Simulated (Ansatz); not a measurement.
Levels about the gap of amorphous Si24O48C (73 atoms in a cell of 1119 Å³, 2.16 g/cm³; zone centre alone, so wide bands show as single levels with stretches between that a denser mesh fills), at the geometry that PBE relaxed, where it gives 0.0 GPa on a denser mesh. Exact exchange is cut at the faces of this small cell, which leaves a finite-size error. The participation number counts the atoms over which a state spreads; weights are charges in smoothed Voronoi cells. The levels come from a single point, so bond lengths are those of that geometry. Method of the levels: HSE06, scalar-relativistic without spin-orbit coupling (Ansatz, an electronic-structure program). Sampling: the zone centre alone; Fermi-Dirac width 0.01 eV; collinear spin, started from moments on atoms (the moments died out). At PBE the levels at the filled edge of the gap are localised (band-tail or defect states), and the nearest spread-out levels lie 5.6 eV apart at the zone centre.

Preparation: random packing, a CHGNet melt and quench, and a DFT relaxation. O atoms were pushed apart under 1.9 Å during the dynamics, to hinder bonds among them. The hot cell started wider than the set density and was brought back towards it in steps. It is the lowest in DFT energy of 2 quenches. It is a model cell: composition and starting density were chosen by hand, and all elements were melted together. No dispersion term was used. Its density started from a set value of 2.20 and ended at 2.16 g/cm³. Cooling (nominally 400 K/ps over its main leg) ran many orders faster than in experiment, which tends to leave more defects and strain. Values belong to this one cell and scatter from quench to quench. The volume was free in the relaxation, at fixed shape. Stress components on the final sampling reach 1.5 GPa.

| E - E(highest filled), eV | filling | spin | participation number | largest on | weight O | weight Si | weight C |
|---|---|---|---|---|---|---|---|
| -2.90 | filled | dn | 24.3 | O, 2 neighbours | 0.96 | 0.03 | 0.00 |
| -2.87 | filled | up | 4.2 | O, 1 neighbours | 0.95 | 0.03 | 0.02 |
| -2.87 | filled | dn | 4.2 | O, 1 neighbours | 0.95 | 0.03 | 0.02 |
| -0.42 | filled | dn | 3.2 | Si, 2 neighbours | 0.39 | 0.61 | 0.00 |
| -0.42 | filled | up | 3.2 | Si, 2 neighbours | 0.39 | 0.61 | 0.00 |
| 0.00 | filled | dn | 3.0 | Si, 2 neighbours | 0.37 | 0.63 | 0.00 |
| 0.00 | filled | up | 3.0 | Si, 2 neighbours | 0.37 | 0.63 | 0.00 |
| 4.54 | empty | up | 7.7 | Si, 2 neighbours | 0.50 | 0.50 | 0.00 |
| 4.54 | empty | dn | 7.7 | Si, 2 neighbours | 0.50 | 0.50 | 0.00 |
| 4.68 | empty | dn | 27.0 | Si, 2 neighbours | 0.65 | 0.35 | 0.01 |
| 4.68 | empty | up | 27.0 | Si, 2 neighbours | 0.65 | 0.35 | 0.01 |
| 5.13 | empty | dn | 3.9 | Si, 2 neighbours | 0.41 | 0.56 | 0.03 |
| 5.13 | empty | up | 3.9 | Si, 2 neighbours | 0.41 | 0.56 | 0.03 |
| 5.31 | empty | dn | 4.0 | C, 3 neighbours | 0.48 | 0.09 | 0.43 |

Most localised among these is the filled level at +0.00 eV, on a Si atom, which has 2 neighbours (O 1.67 Å, O 1.71 Å).
